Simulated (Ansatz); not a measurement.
An Ansatz (a first-principles code) input (PBE in Ansatz (plane waves to 420 eV, PAW, no spin-orbit coupling)):

Ansatz 0.2 input:
```yaml
crystal:
  lattice:
    - [2.7395321858, 0, 0]
    - [0, 2.7395321858, 0]
    - [0, 0, 4.1318532183]
  atoms:
    - { symbol: Al, position: [0.5, 0.5, 0.5] }
    - { symbol: Ti, position: [0, 0, 0] }
basis: { ecutwfc: 420, ecutrho_ratio: 4, xc_grid: 2, fft_grid_basis: typed }
kpoints: { mp_grid: { grid: [16, 16, 12] } }
hamiltonian:
  xc: pbe
  dispersion: none
  pseudopotentials: { kind: paw }
scf: { occupations: { method: fermi_dirac, width: 0.05 } }
relax: { f_tol: 0.005, max_steps: 50, cell: { stress_tol: 0.01, fix: [a, b, gamma] } }
output: { forces: true, stress: true }
checkpoint: { write: state.ck, write_every: 1000 }
```

Which symmetry and how many k-points will the program report, and about how many plane waves at Γ?

Space group P4/mmm (ITA 123) with 16 operations, k-points 315 of 3072, and 633 plane waves at Γ.

And the final pressure?

3.86 GPa (compression positive).

The cells carry an imposed strain or load. No phonon test of stability was made. The final runs are not spin-polarised. The cell was made from TiAl (space group P4/mmm, No. 123) by this change: biaxial strain −3.00 %, plane normal [001], relaxed out of plane.
